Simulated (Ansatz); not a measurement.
Input and output of a self-consistent single point for Si (Fd-3m, 2 atoms in the cell) (Ansatz, a quantum-chemistry and plane-wave program).

Method of the run: PBE, PAW files (plane waves; Ansatz).

```yaml
crystal:
  lattice:
    - [0.00000, 2.72185, 2.72185]
    - [2.72185, 0.00000, 2.72185]
    - [2.72185, 2.72185, 0.00000]
  atoms:
    - { symbol: Si, position: [0.25000, 0.25000, 0.25000] }
    - { symbol: Si, position: [0.00000, 0.00000, 0.00000] }
```

Reference input (self-consistent single point, DFT, PBE, plane waves, PAW files): basis.ecutwfc = 420 eV; kpoints.mp_grid.grid = 5 5 5; hamiltonian.xc = pbe; hamiltonian.pseudopotentials = {kind: paw} (the program's default PAW files); scf.occupations.method = fixed. This run's input differs from it in these lines:

Ansatz 0.2 input:
```diff
@@ -13,3 +13,3 @@
   mp_grid:
-    grid: [5, 5, 5]
+    grid: [4, 4, 4]
 hamiltonian:
```

Output, abridged:

```
SCF iter   1: F=—  HF=-1271.631189 eV  |F-HF|=—  |Δ(HF+E_count)|=         —  Δρ=4.80e-2  dr2=8.56e-1  ethr=3.10e-3  ⟨swp⟩=4.8  Hψ=470  notcnv=0  defer=12
all-band conjugate gradients solve this SCF's bands
preconditioner: auto → none
SCF iter   2: F=—  HF=-1271.458462 eV  |F-HF|=—  |Δ(HF+E_count)|=   1.73e-1  Δρ=2.14e-2  dr2=1.48e-1  ethr=3.10e-3  ⟨swp⟩=2.0  Hψ=148  notcnv=0  defer=13
SCF iter   3: F=—  HF=-1271.433964 eV  |F-HF|=—  |Δ(HF+E_count)|=   2.45e-2  Δρ=1.51e-3  dr2=5.98e-4  ethr=1.85e-3  ⟨swp⟩=1.8  Hψ=74  notcnv=0  defer=14
SCF iter   4: F=—  HF=-1271.434349 eV  |F-HF|=—  |Δ(HF+E_count)|=   3.84e-4  Δρ=2.46e-4  dr2=1.27e-5  ethr=7.48e-6  ⟨swp⟩=2.1  Hψ=112  notcnv=0  defer=13
SCF iter   5: F=—  HF=-1271.434351 eV  |F-HF|=—  |Δ(HF+E_count)|=   2.39e-6  Δρ=3.80e-5  dr2=5.24e-7  ethr=1.59e-7  ⟨swp⟩=2.5  Hψ=92  notcnv=0  defer=3
SCF iter   6: F=-1271.434351 eV  HF=-1271.434351 eV  |F-HF|=4.65e-9  |Δ(HF+E_count)|=   2.03e-8  Δρ=5.36e-6  dr2=1.06e-8  ethr=1.25e-9  ⟨swp⟩=7.4  Hψ=449  notcnv=0
SCF 1 converged in 6 iterations: F = -1271.434351 eV  dr2 = 1.06e-8
Free energy (F): -1271.434351 eV
Internal energy: -1271.434351 eV  (E = F + TS)
E sigma→0 (E₀):  -1271.434351 eV
Fermi energy:    6.188711 eV
--- Forces (eV/Å), atoms counted from 1 ---
  atom   1  Si    -0.00000000     0.00000000    -0.00000000
  atom   2  Si     0.00000000    -0.00000000    -0.00000000
--- Stress (GPa, compression-positive) ---
        1.936190      -0.000000      -0.000000
       -0.000000       1.936190       0.000000
       -0.000000      -0.000000       1.936190
  P = ⅓ Tr σ = 1.9362 GPa (19.362 kbar)
  The stress holds the Pulay correction. Without it, at fixed plane waves, as pw.x and ABINIT print it: P = 1.9336 GPa
```

The run converged in 6 iterations. Against the reference run the free energy rises by 61.4 meV/atom, the pressure goes from 1.53 to 1.94 GPa and the gap on the mesh goes from 0.586 to 0.707 eV.

The starting cell comes from a database of computed structures (which also holds hypothetical and non-ambient phases and stackings), without a prior relaxation at this level. Ansatz's pressure includes its estimate of the finite-basis (Pulay) stress. Another mesh or the band path of this cell gives a smaller gap, so this value is not converged in the mesh.
